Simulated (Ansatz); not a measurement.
The starting structures come from a database of crystals and need not be the phases stable at ambient conditions.

 Where the default PAW files enter, the runs use the earlier of Ansatz's two default sets.

Input:

```
CELL_PARAMETERS angstrom
      5.07467     0.00000     0.00000
      0.00000     5.10111     0.00000
      0.00000     0.00000     5.28340
ATOMIC_POSITIONS crystal
  Zr 0.26646 0.25094 0.03027
  Zr 0.73354 0.75094 0.96973
  Zr 0.26646 0.75094 0.46973
  Zr 0.73354 0.25094 0.53027
  O  0.53670 0.49916 0.22988
  O  0.46330 0.99916 0.77012
  O  0.53670 0.99916 0.27012
  O  0.46330 0.49916 0.72988
  O  0.06736 0.39389 0.36503
  O  0.93264 0.89389 0.63497
  O  0.06736 0.89389 0.13497
  O  0.93264 0.39389 0.86503
```

Space group of this cell: Pca2_1. The cell is taken as given.

Method: r2SCAN (plane waves, PAW; Ansatz, a first-principles code).

The current runs along the normal of the first two printed vectors; no spin-orbit coupling. Scaled by the factor s: both lengths across the current (ions clamped). Meshes 6×6×6 and 6×6 across the current in all rows.

```tsv
s	mean pressure (GPa)	band gap (eV)
0.98	10.8	4.57
1.00	-0.2	4.40
1.02	-9.3	?
```

Q: Take the slope of the band gap against ln s from the two given rows, extrapolate to s = 1.02, and say what the run there gives.

A: Slope = (4.57 − 4.40) / ln 0.98 = -8.41 eV. The line gives 4.40 + (-8.41) × ln 1.02 = 4.23 eV. The run gives 4.19 eV, 0.04 eV under the line, 26 % of the predicted step.
